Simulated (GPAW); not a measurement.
Worked example: self-consistent single point of W (Im-3m, 1 atom in the cell) in GPAW.

Method of the run: PBE, GPAW PAW datasets PBE (gpaw-data 1.0.1) (plane waves; GPAW).

```
CELL_PARAMETERS angstrom
     -1.57210     1.57210     1.57210
      1.57210    -1.57210     1.57210
      1.57210     1.57210    -1.57210
ATOMIC_POSITIONS crystal
  W  0.00000 0.00000 0.00000
```

Reference input (self-consistent single point, DFT PBE, plane waves, GPAW PAW datasets PBE (gpaw-data 1.0.1)): mode = pw; ecut = 600 eV; xc = PBE; kpts = 13 13 13; mesh shift (steps) = 0 0 0; occupations.name = fermi-dirac; occupations.width = 0.1 eV; nbands = -5; symmetry.symmorphic = false; symmetry.tolerance = 0.0005; maxiter = 120. This run's input differs from it in these lines:

```diff
@@ -13,3 +13,3 @@
             xc='PBE',
-            kpts=(13, 13, 13),
+            kpts={'size': (10, 10, 10), 'gamma': True},
             occupations=FermiDirac(0.1),
```

Log, with long lists cut:

```
     iter     time        total  log10-change:
                         energy   eigst   dens
iter:   1 --:--:--   -11.766768
iter:   2 --:--:--   -11.739266   -1.73  -1.30
iter:   3 --:--:--   -11.641998   -1.19  -1.32
iter:   4 --:--:--   -11.605326   -3.67  -1.83
iter:   5 --:--:--   -11.566425   -2.87  -1.95
iter:   6 --:--:--   -11.554321   -2.76  -2.23
iter:   7 --:--:--   -11.554287   -5.04  -3.53
iter:   8 --:--:--   -11.554271c  -4.89  -3.18
iter:   9 --:--:--   -11.554258c  -6.82  -3.76
iter:  10 --:--:--   -11.554256c  -7.58c -4.12c
Converged after 10 iterations.

Dipole moment: (-0.000000, 0.000000, 0.000000) |e|*Ang

Energy contributions relative to reference atoms: (reference = -438771.671655)

Kinetic:        +11.122501
Potential:      -12.243398
External:        +0.000000
XC:             -10.418033
Entropy (-ST):   -0.017219
Local:           -0.006717
SIC:             +0.000000
--------------------------
Free energy:    -11.562866
Extrapolated:   -11.554256

Showing only first 2 kpts
 Kpt  Band  Eigenvalues  Occupancy
  0     5     13.70910    2.00000
  0     6     13.70910    2.00000
  0     7     13.70910    2.00000
  0     8     17.25901    0.00000

  1     5     13.41813    2.00000
  1     6     13.62428    2.00000
  1     7     14.18581    1.99974
  1     8     16.84505    0.00000

Fermi level: 15.08145

No gap
No difference between direct/indirect transitions
Energy (eV): -11.554256

Forces in eV/Ang:
  0 W     0.00000    0.00000    0.00000

Stress tensor:
    -0.077830    -0.000000     0.000000
    -0.000000    -0.077830     0.000000
     0.000000     0.000000    -0.077830
Stress (GPa, Voigt): [-12.4697 -12.4697 -12.4697   0.       0.      -0.    ]
```

The run converged in 10 iterations. GPAW prints stress with tension positive. Against the reference run the free energy goes up by 16.7 meV/atom and the pressure goes from 11.78 to 12.47 GPa.

The starting cell has typed, rounded lattice constants, without a prior relaxation at this level. Its lattice was rescaled by up to half a per cent. Spin polarisation is off. With a pressure of about 12 GPa the cell is away from its equilibrium volume at this level.
